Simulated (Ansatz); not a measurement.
Base system: PbI2 in the CdI2 type structure (space group P-3m1, No. 164).

```
CELL_PARAMETERS angstrom
      4.55930     0.00000     0.00000
     -2.27965     3.94847     0.00000
      0.00000     0.00000     6.97268
ATOMIC_POSITIONS crystal
  Pb 0.00000 0.00000 0.00000
  I  0.33333 0.66667 0.27092
  I  0.66667 0.33333 0.72908
```

Cartesian axes are those of the cell as printed.

Level of theory: PBE-D3(BJ) in Ansatz (plane waves to 420 eV, PAW, no spin-orbit coupling), earlier PAW set.

For the base:

| Property | Result |
|---|---|
| Pressure | 0.00 GPa |
| Volume per atom | 41.84 Å³ |
| Gap character | direct at A |
| Hole mass | 0.59 mₑ along k, 0.74 mₑ across (at A) |

Modification: biaxial strain −0.34 %, plane normal [001], relaxed out of plane (Cartesian); in-plane vectors clamped, the third vector and the atoms free.

Q: What does the calculation give for the pressure, volume per atom, gap character and hole mass after the change?

A: The pressure (mean of the normal stresses, compression positive) goes from zero to 0.06 GPa; the volume per atom falls by 0.18 Å³, from 41.84 Å³ to 41.66 Å³; the gap character stays direct at A; the hole mass changes from 0.59 mₑ along k, 0.74 mₑ across (at A) to 0.56 mₑ along k, 0.73 mₑ across (at A).

With I and Pb present, leaving out spin-orbit coupling can change the band edges. Effective masses come from finite differences of ±0.01 Å⁻¹. Along k means along the line from Γ to the band edge. No phonon test of stability was made.

Ansatz is a quantum-chemistry and plane-wave program.
